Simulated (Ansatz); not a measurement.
The starting structures come from a database of crystals and need not be the phases stable at ambient conditions.

Crystal: WBr6 (R-3, not sure to be the ambient phase, 7 atoms a cell, 29.4 Å³ an atom); planes in its conventional cell.

Method: r2SCAN (plane waves, PAW; Ansatz, an electronic-structure program).

The gap is the functional's own. No spin-orbit coupling. Mid-gap values are interpolated on the energy grid.

```tsv
plane	area of the cell (Å²)	mid-gap κ (1/Å)	largest κ in the gap (1/Å)
(001)	35.4	0.13	0.13
(101)	39.0	(withheld)	(withheld)
(110)	64.4	(withheld)	(withheld)
```

The slowest decay depends on the direction. Supply the withheld values.


- (101), mid-gap κ (1/Å): 0.19
- (101), largest κ in the gap (1/Å): 0.19
- (110), mid-gap κ (1/Å): 0.18
- (110), largest κ in the gap (1/Å): 0.18
